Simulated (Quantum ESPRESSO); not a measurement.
# Refining one setting for HfO2 (Fm-3m, 3 atoms in the cell)

```
CELL_PARAMETERS angstrom
      0.00000     2.54904     2.54904
      2.54904     0.00000     2.54904
      2.54904     2.54904     0.00000
ATOMIC_POSITIONS crystal
  Hf 0.00000 0.00000 0.00000
  O  0.75000 0.75000 0.75000
  O  0.25000 0.25000 0.25000
```

Level of theory: PBE, GBRV 1.5 ultrasoft (PBE) pseudopotentials (plane waves; Quantum ESPRESSO 7.5).

The starting cell comes from a database of computed structures (which also holds hypothetical and non-ambient phases and stackings), without a prior relaxation at this level. Its lattice was rescaled by a random factor within 2.5 % of one. Spin-orbit coupling is off. Another mesh or the band path of this cell gives a smaller gap, so this value is not converged in the mesh.

Held fixed: ecutwfc = 40 Ry; ecutrho = 320 Ry; occupations = smearing; smearing = fermi-dirac; degauss = 0.0036749 Ry; potentials = {Hf: hf_pbe_v1.uspp.F.UPF, O: o_pbe_v1.2.uspp.F.UPF}; conv_thr = 1e-10 Ry; mixing_beta = 0.4.

ΔF is the free energy per atom less that of the last row (automatic 27 27 27 0 0 0).

The series runs over K_POINTS = automatic 1 1 1 0 0 0; automatic 2 2 2 0 0 0; automatic 3 3 3 0 0 0; automatic 4 4 4 0 0 0; automatic 5 5 5 0 0 0; automatic 6 6 6 0 0 0; automatic 8 8 8 0 0 0; automatic 9 9 9 0 0 0; automatic 11 11 11 0 0 0; automatic 12 12 12 0 0 0; automatic 15 15 15 0 0 0; automatic 18 18 18 0 0 0; automatic 22 22 22 0 0 0; automatic 27 27 27 0 0 0.

Question: From which setting on does the gap on the mesh stay within 0.05 eV of the last one?

Answer: From K_POINTS = automatic 12 12 12 0 0 0 on; the one before it is off by 0.060 eV.

Question: From which setting on does the pressure stay within 0.1 GPa of the last one?

Answer: From K_POINTS = automatic 3 3 3 0 0 0 on; the one before it is off by 3.8 GPa. The value it settles on is -2.49 GPa at this level of theory and with the other settings as held.

| K_POINTS | ΔF (meV/atom) | pressure (GPa) | gap on the mesh (eV) | k-points | plane waves |
|---|---|---|---|---|---|
| automatic 1 1 1 0 0 0 | -115.7 | -28.62 | – | 1 | 941 |
| automatic 2 2 2 0 0 0 | 166.5 | 1.28 | 3.605 | 3 | 982 |
| automatic 3 3 3 0 0 0 | 3.1 | -2.50 | 4.489 | 4 | 962 |
| automatic 4 4 4 0 0 0 | 0.22 | -2.49 | 3.797 | 8 | 982 |
| automatic 5 5 5 0 0 0 | -0.03 | -2.49 | 4.086 | 10 | 966 |
| automatic 6 6 6 0 0 0 | -0.02 | -2.49 | 3.797 | 16 | 982 |
| automatic 8 8 8 0 0 0 | 0.04 | -2.49 | 3.797 | 29 | 982 |
| automatic 9 9 9 0 0 0 | 0.03 | -2.49 | 3.905 | 35 | 966 |
| automatic 11 11 11 0 0 0 | 0.01 | -2.49 | 3.869 | 56 | 969 |
| automatic 12 12 12 0 0 0 | 0.00 | -2.49 | 3.797 | 72 | 982 |
| automatic 15 15 15 0 0 0 | 0.00 | -2.49 | 3.835 | 120 | 969 |
| automatic 18 18 18 0 0 0 | 0.00 | -2.49 | 3.797 | 195 | 982 |
| automatic 22 22 22 0 0 0 | 0.00 | -2.49 | 3.797 | 328 | 982 |
| automatic 27 27 27 0 0 0 | 0.00 | -2.49 | 3.809 | 560 | 967 |

The gap is read on the k-point mesh of the run and can differ from the gap over the whole zone at this level.
